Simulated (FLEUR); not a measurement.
Input and output of a self-consistent single point for NaF (Fm-3m, 2 atoms in the cell) (FLEUR).

Method: LDA (Perdew-Zunger), all-electron FLAPW (FLEUR), scalar-relativistic valence.

```xyz
2
Lattice="0.0000 2.3150 2.3150 2.3150 0.0000 2.3150 2.3150 2.3150 0.0000" Properties=species:S:1:pos:R:3 pbc="T T T"
Na     0.0000     0.0000     0.0000
F      2.3150     2.3150     2.3150
```

Reference input (self-consistent single point, DFT, PBE, all-electron FLAPW (FLEUR), scalar-relativistic valence): Kmax = 4.2 1/bohr; GmaxXC = 16.8 1/bohr; xcFunctional = pbe; jspins = 1; l_soc = F; mode = hist; fermiSmearingEnergy = 0.00183747 Htr; mesh (inpgen div1-3) = 6 6 6; inpgen gamma flag = true; Gmax = 16.8 1/bohr; numbands = 0; maxIterBroyd = 15. This run's input differs from it in these lines:

```diff
@@ -14,2 +14,3 @@
 &comp jspins=1 /
+&exco xctyp='pz' /
 &kpt div1=6 div2=6 div3=6 gamma=t /
@@ -26,3 +27,3 @@
       <coreElectrons ctail="T" frcor="F" kcrel="0" coretail_lmax="0"/>
-      <xcFunctional name="pbe" relativisticCorrections="F"/>
+      <xcFunctional name="pz" relativisticCorrections="F"/>
       <magnetism jspins="1"/>
```

Output (repeated stretches shortened):

```
 Iteration:     1   Distance:      15.46425878 me/bohr^3
 Iteration:     2   Distance:      13.11165821 me/bohr^3
 Iteration:     3   Distance:       4.53435059 me/bohr^3
 Iteration:     4   Distance:       5.40725569 me/bohr^3
 Iteration:     5   Distance:       1.32374374 me/bohr^3
   [... 5 lines left out ...]
 Iteration:    11   Distance:       0.00146299 me/bohr^3
 Iteration:    12   Distance:       0.00002561 me/bohr^3
 Iteration:    13   Distance:       0.00002602 me/bohr^3
 Iteration:    14   Distance:       0.00000192 me/bohr^3
 Run finished successfully
 Stop message:
   Structural relaxation: Done

[file out, last iteration]
             iter=     15
[...]
          total density-effective poten   -3.9366430763E+02
          total charge density-energy d   -2.3511225064E+01
 Updated energy parameters for spin:           1
[...]
 fermi energy and band-weighting factors:

[...]
FERMIE:
          first approx. to ef    (T=0)  :  -0.078788 htr   (energy of the highest occ. eigenvalue)
          number of occ. states  (T=0)  :        128
          first approx. to seigv (T=0)  : -10.315336 htr
          sum of weights of occ. states :   8.000000
          sum of semicore charge        :   0.000000 e
FERHIS:  Fermi-Energy by histogram:
          bandgap                     :   0.227133 htr
   [... lines left out ...]
          charge neutrality (T=0)     :   0.000000    (zero if the highest occ. eigenvalue is "entirely" occupied)
 Direct bandgap for spin            1 :   0.22713317273106542       Htr
 ---->    free energy=                      -261.1811282798 htr
   [... lines left out ...]
      extrapolation for T->0
 ---->    total electron energy=            -261.1811282798 htr
 ***** TOTAL FORCES ON ATOMS *****
 TOTAL FORCE FOR ATOM TYPE=  1  X=  0.000   Y=  0.000   Z=  0.000
                       FX_TOT= 0.000000 FY_TOT= 0.000000 FZ_TOT= 0.000000
 TOTAL FORCE FOR ATOM TYPE=  2  X=  4.375   Y=  4.375   Z=  4.375
                       FX_TOT= 0.000000 FY_TOT= 0.000000 FZ_TOT= 0.000000
 Structural relaxation: Done
```

The run converged in 14 iterations. FLEUR gives forces in its relaxation mode, with a further iteration, so its stop message speaks of a relaxation. Against the reference run the gap on the mesh goes from 6.550 to 6.181 eV.

The starting cell has typed, rounded lattice constants, without a prior relaxation at this level. Values depend on the basis (sphere radii, cutoffs, local orbitals), which need not be converged.
